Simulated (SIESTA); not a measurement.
## Worked example: self-consistent single point of LaPb3 (Pm-3m, 4 atoms in the cell) in SIESTA

Level of theory: GGA PBEsol, numerical atomic orbitals DZP, PseudoDojo PBEsol standard norm-conserving potentials (rewritten from UPF to PSML) (SIESTA).

Input as run:

```
# files in the folder: La.psml Pb.psml (PseudoDojo PBEsol standard)
SystemName  LaPb3
SystemLabel LaPb3

NumberOfAtoms                4
NumberOfSpecies              2
%block ChemicalSpeciesLabel
  1 57 La
  2 82 Pb
%endblock ChemicalSpeciesLabel
LatticeConstant              1.0 Ang
%block LatticeVectors
     4.906000000    0.000000000    0.000000000
     0.000000000    4.906000000    0.000000000
     0.000000000    0.000000000    4.906000000
%endblock LatticeVectors
AtomicCoordinatesFormat      Fractional
%block AtomicCoordinatesAndAtomicSpecies
     0.000000000    0.000000000    0.000000000  1
     0.000000000    0.500000000    0.500000000  2
     0.500000000    0.000000000    0.500000000  2
     0.500000000    0.500000000    0.000000000  2
%endblock AtomicCoordinatesAndAtomicSpecies

XC.functional                GGA
XC.authors                   PBEsol
PAO.BasisSize                DZP
PAO.EnergyShift              0.005 Ry
MeshCutoff                   350 Ry
%block kgrid.MonkhorstPack
    9   0   0  0.0
    0   9   0  0.0
    0   0   9  0.0
%endblock kgrid.MonkhorstPack
OccupationFunction           FD
ElectronicTemperature        0.1 eV

MaxSCFIterations             150
SCF.Mixer.Method             Broyden
SCF.Mixer.Weight             0.1
SCF.Mixer.History            8
SCF.DM.Tolerance             1.0E-04
Diag.ParallelOverK           true
WriteForces                  true
```

The program printed (abridged):

```
reinit: Reading from file input.fdf

reinit: System Name: LaPb3
reinit: System Label: LaPb3

coor:   Atomic-coordinates input format  =     Fractional

siesta: Atomic coordinates (Bohr) and species
siesta:      0.00000   0.00000   0.00000  1        1
siesta:      0.00000   4.63550   4.63550  2        2
siesta:      4.63550   0.00000   4.63550  2        3
siesta:      4.63550   4.63550   0.00000  2        4

siesta: System type = bulk

initatomlists: Number of atoms, orbitals, and projectors:      4    73   110

siesta: ******************** Simulation parameters ****************************
redata: Spin configuration                          = none
redata: Time-Reversal Symmetry                      = T
redata: Number of Atomic Species                    =        2
redata: Mesh Cutoff                                 =   350.0000 Ry
redata: Net charge of the system                    =     0.0000 |e|
redata: Min. number of SCF Iter                     =        0
redata: Max. number of SCF Iter                     =      150
redata: SCF convergence failure will abort job
redata: SCF mix quantity                            = Hamiltonian
redata: Mix DM or H after convergence               =   F
redata: Recompute H after scf cycle                 =   F
redata: Mix DM in first SCF step                    =   T
redata: No kicks to SCF
redata: DM Mixing Weight for Kicks                  =     0.5000
redata: Require Harris convergence for SCF          =   F
redata: Harris energy tolerance for SCF             =     0.000100 eV
redata: Require DM convergence for SCF              =   T
redata: DM tolerance for SCF                        =     0.000100
redata: Require EDM convergence for SCF             =   F
redata: EDM tolerance for SCF                       =     0.001000 eV
redata: Require H convergence for SCF               =   T
redata: Hamiltonian tolerance for SCF               =     0.001000 eV
redata: Require (free) Energy convergence for SCF   =   F
redata: (free) Energy tolerance for SCF             =     0.000100 eV
redata: Using DFT-D3 dispersion                     =   F
redata: Using Saved Data (generic)                  =   F
redata: Method of Calculation                       = Diagonalization
redata: Electronic Temperature                      =  1160.4518 K
redata: Number of TDED substeps                     =        3
redata: Dynamics option                             = Single-point calculation
redata: Save all siesta data in one NC              =   F
redata: ***********************************************************************

%block SCF.Mixers
  Broyden
%endblock SCF.Mixers

%block SCF.Mixer.Broyden
  # Mixing method
  method broyden

  # Mixing options
  weight 0.1000
  weight.linear 0.1000
  weight.prime 0.1000
  history 8
%endblock SCF.Mixer.Broyden

DM_history_depth set to one: no extrapolation allowed by default for geometry relaxation
Size of DM history Fstack: 1
Total number of electrons:    53.000000
Total ionic charge:    53.000000

* ProcessorY, Blocksize:    1  64

* Orbital distribution balance (max,min):    73    73

 Kpoints in:          405 . Kpoints trimmed:          365

siesta: k-grid: Number of k-points = 365
siesta: k-points from Monkhorst-Pack grid
siesta: k-cutoff (effective) =    22.077 Ang
siesta: k-point supercell and displacements
siesta: k-grid:     9     0     0      0.000
siesta: k-grid:     0     9     0      0.000
siesta: k-grid:     0     0     9      0.000

diag: Algorithm                                     = D&C
diag: Parallel over k                               =   F
diag: Use parallel 2D distribution                  =   F
diag: Parallel block-size                           = 64
diag: Parallel distribution                         =     1 x     1
diag: Used triangular part                          = Lower
diag: Absolute tolerance                            =  0.100E-15
diag: Orthogonalization factor                      =  0.100E-05
diag: Memory factor                                 =  1.0000

superc: Internal auxiliary supercell:     5 x     5 x     5  =     125
superc: Number of atoms, orbitals, and projectors:    500   9125  13750

                        Single-point calculation

superc: Internal auxiliary supercell:     5 x     5 x     5  =     125
superc: Number of atoms, orbitals, and projectors:    500   9125  13750

outcell: Unit cell vectors (Ang):
        4.906000    0.000000    0.000000
        0.000000    4.906000    0.000000
        0.000000    0.000000    4.906000

outcell: Cell vector modules (Ang)   :    4.906000    4.906000    4.906000
outcell: Cell angles (23,13,12) (deg):     90.0000     90.0000     90.0000
outcell: Cell volume (Ang**3)        :    118.0817
new_DM -- step:     1
Initializing Density Matrix...

Attempting to read DM from file... Failed...
DM filled with atomic data:

InitMesh: MESH = 60 x 60 x 60 = 216000
InitMesh: Mesh cutoff (required, used) =   350.000   413.380 Ry

stepf: Fermi-Dirac step function

        iscf     Eharris(eV)        E_KS(eV)     FreeEng(eV)     dDmax    Ef(eV) dHmax(eV)
   scf:    1    -6642.404543    -6650.814802    -6650.878549  1.633230 -4.159328  2.299853
   scf:    2    -6651.049191    -6650.934952    -6650.998479  0.021019 -4.176806  1.905711
   scf:    3    -6651.331481    -6651.171949    -6651.235363  0.078983 -4.256558  0.682099
   scf:    4    -6651.214341    -6651.196745    -6651.260688  0.030300 -4.295729  0.118359
   scf:    5    -6651.197360    -6651.197241    -6651.261273  0.002855 -4.298405  0.003972
   scf:    6    -6651.197249    -6651.197245    -6651.261276  0.000184 -4.298454  0.004225
   scf:    7    -6651.197251    -6651.197248    -6651.261277  0.000277 -4.298690  0.003599
   scf:    8    -6651.197253    -6651.197251    -6651.261279  0.000307 -4.298911  0.001971
   scf:    9    -6651.197254    -6651.197252    -6651.261280  0.000245 -4.299088  0.000768
   scf:   10    -6651.197254    -6651.197253    -6651.261280  0.000139 -4.299186  0.000312
   scf:   11    -6651.197254    -6651.197253    -6651.261280  0.000061 -4.299235  0.000204

SCF Convergence by DM+H criterion
max |DM_out - DM_in|         :     0.0000611964
max |H_out - H_in|      (eV) :     0.0002035046
SCF cycle converged after 11 iterations

Using DM_out to compute the final energy and forces

siesta: E_KS(eV) =            -6651.1973

siesta: E_KS - E_eggbox =     -6651.1973

siesta: Atomic forces (eV/Ang):
     1    0.000000   -0.000000   -0.000000
     2    0.000000    0.000000    0.000000
     3   -0.000000    0.000000    0.000000
     4   -0.000000   -0.000000   -0.000000
   Tot    0.000000    0.000000   -0.000000
   Max    0.000000
   Res    0.000000    sqrt( Sum f_i^2 / 3N )
   Max    0.000000    constrained

Stress tensor Voigt[x,y,z,yz,xz,xy] (kbar):       -6.38       -6.38       -6.38       -0.00        0.00        0.00
(Free)E + p*V (eV/cell)    -6650.7908
Target enthalpy (eV/cell)    -6651.2613

siesta: Program's energy decomposition (eV):
siesta: Ebs     =      -978.470359
siesta: Eions   =      8070.124650
siesta: Ena     =       873.341822
siesta: Ekin    =      3020.270286
siesta: Enl     =      -708.250048
siesta: Eso     =         0.000000
siesta: Edftu   =         0.000000
siesta: DEna    =        38.956552
siesta: DUscf   =         0.632638
siesta: DUext   =         0.000000
siesta: Ex      =     -1674.074128
siesta: Ec      =      -131.949727
siesta: Exc     =     -1806.023855
siesta: Eharris =     -6651.197254
siesta: Etot    =     -6651.197253
siesta: FreeEng =     -6651.261280

siesta: Stress tensor (static) (eV/Ang**3):
siesta:    -0.003984    0.000000    0.000000
siesta:     0.000000   -0.003984    0.000000
siesta:     0.000000   -0.000000   -0.003984

siesta: Cell volume =        118.081709 Ang**3

siesta: Pressure (static):
siesta:                Solid            Molecule  Units
siesta:           0.00004339          0.00004339  Ry/Bohr**3
siesta:           0.00398430          0.00398430  eV/Ang**3
siesta:           6.38354633          6.38354633  kBar
```

The run converged in 11 iterations.

The starting cell comes from a database of published, mostly measured structures (it also holds non-ambient and calculated ones), without a prior relaxation at this level. Values carry the incompleteness of an atom-centred basis.

Cost on one core of a shared machine: roughly 70 s.
